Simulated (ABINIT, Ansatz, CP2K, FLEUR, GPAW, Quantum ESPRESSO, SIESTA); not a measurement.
## Code comparison for Rb₃Ba (I4/mmm, 4 atoms in the cell)

Self-consistent single point, at a second geometry (lattice scaled by 0.98). First geometry:

```
Rb3Ba
1.0
   -3.38259     3.38259     7.39567
    3.38259    -3.38259     7.39567
    3.38259     3.38259    -7.39567
Rb Ba
3 1
Direct
  0.75000   0.25000   0.50000
  0.25000   0.75000   0.50000
  0.50000   0.50000   0.00000
  0.00000   0.00000   0.00000
```

Shared settings, as Ansatz (a quantum-chemistry and plane-wave program) writes them: kpoints.mp_grid.grid = 5 5 5; scf.occupations.method = fermi_dirac; scf.occupations.width = 0.1 eV. Potentials and cutoffs stand in the table.

| code | model | ΔF from the first geometry (meV/atom) | pressure (GPa) | cutoff |
|---|---|---|---|---|
| Ansatz | PBEsol, PAW files made with PBE | -5.5 | -0.07 | default |
| CP2K | PBEsol, GPW, DZVP-MOLOPT-SR-GTH basis, GTH-PBE potentials (GTH_POTENTIALS) | -0.9 | 0.09 | grid 500 Ry |
| Quantum ESPRESSO | PBEsol, GBRV 1.5 ultrasoft (PBESOL) pseudopotentials | -5.4 | -0.08 | 40 Ry |
| ABINIT | PBEsol, norm-conserving pseudopotentials (PseudoDojo nc-sr-04 PBEsol standard) | -5.5 | -0.07 | 28 Ha |
| GPAW | PBEsol, GPAW PAW datasets PBEsol (made by gpaw-setup) | -5.3 | -0.07 | 550 eV |
| SIESTA | GGA PBEsol, numerical atomic orbitals DZP, PseudoDojo PBEsol standard norm-conserving potentials (rewritten from UPF to PSML) | 14.7 | 0.68 | grid 400 Ry |
| FLEUR | PBEsol, all-electron FLAPW (FLEUR), scalar-relativistic valence | -5.5 | – | Kmax 3.8 1/bohr |

A dash marks a value that a program does not give, or that is left out as unsure.

The spread over the programs that give each value: ΔF from the first geometry within 20.2 meV/atom; pressure within 0.76 GPa.

CP2K and SIESTA use small atom-centred bases, whose incompleteness enters pressures, forces and empty levels differently from a plane-wave cutoff. FLEUR treats all electrons, but the usual bases taken here (sphere radii, linearisation, local orbitals, empty states) were not tested for convergence, so the values are no reference for the others. Ansatz's pressure is given at a fixed set of plane waves, as the other plane-wave codes print theirs.

The starting cell comes from a database of computed structures (which also holds hypothetical and non-ambient phases and stackings), without a prior relaxation at this level. Its lattice was rescaled by a random factor within 2.5 % of one. For this run, on top of that: lattice scaled by 0.98.

Keys are those of Ansatz 0.2.
